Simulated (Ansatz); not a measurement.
We consider LiCl (P6₃mc, No. 186, 4 atoms in the cell; start mp-1185319; a measured phase of this formula has another space group), described by HSE06 in Ansatz (plane waves, PAW).

Numerical settings: plane-wave cutoff 460 eV, 9×9×4 k mesh (along the axes of the cell as run), Fermi–Dirac smearing 0.01 eV, scalar-relativistic PAW data made under PBE.

Cell (relaxed with PBEsol):

```xyz
4
Lattice="3.8822 0.0000 0.0000 -1.9411 3.3620 0.0000 0.0000 0.0000 6.1755" Properties=species:S:1:pos:R:3 pbc="T T T"
Li     1.9411     1.1207     5.4266
Li     0.0000     2.2414     2.3389
Cl     1.9411     1.1207     3.0646
Cl     0.0000     2.2414     6.1523
```

Predict the band gap.


- band gap: 7.39 eV (on the SCF k mesh)

Note: cell and atoms aren't relaxed at this level (pressure 0.6 GPa).

A start named mp-… is a Materials Project structure, which need not be a measured phase.

Ansatz is an electronic-structure program.
